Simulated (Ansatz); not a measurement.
Functionals compared on CH3 on the 1x1 (110) surface of 3C silicon carbide (cut with top plane C + Si), one in a 2x2 cell, started at the site 'over Si at depth 1.5 Å', in Ansatz (plane waves, PAW). The structure was relaxed with PBE; the other rows are single points on it, each with its references at the same level. Cutoff 420 eV (500 eV for r2SCAN).

Host crystal: 3C silicon carbide, with a band gap (PBE, scalar-relativistic without spin-orbit coupling).

Model: 52-atom slab, 7.7 Å thick at the start under the adsorbate (thin: gaps and levels are the slab's own), 3x3x1 mesh, Fermi-Dirac 0.01 eV, dipole correction, 24 atoms held, the rest relaxed; no symmetry held; spin-polarised, no spin-orbit, no U, no dispersion correction. The slab shows no gap over 0.04 eV on its mesh. The starting moment vanished. At the end it is bonded to C. In PBE it is, or lies within 0.03 eV of, the lowest of the starts that converged. These notes are the PBE run's. r2SCAN: The program's check for a lower electronic state was not made. Adsorption energies are against CH4(g) − ½ H2(g). A negative adsorption energy means that the adsorbate is more stable on the surface than in its reference.

```json
[
 {"functional": "PBE", "adsorption energy (eV)": "-0.31", "work function of the top face (eV)": "3.68", "rough cost of the single point": "–"},
 {"functional": "RPBE", "adsorption energy (eV)": "?", "work function of the top face (eV)": "?", "rough cost of the single point": "around 7 core-minutes (rough)"},
 {"functional": "r2SCAN", "adsorption energy (eV)": "-0.24", "work function of the top face (eV)": "3.59", "rough cost of the single point": "very roughly 10 core-minutes"}
]
```

Task: Fill in the missing entries.

Result: 
- RPBE, adsorption energy (eV): -0.09
- RPBE, work function of the top face (eV): 3.58

Ansatz is a first-principles code.
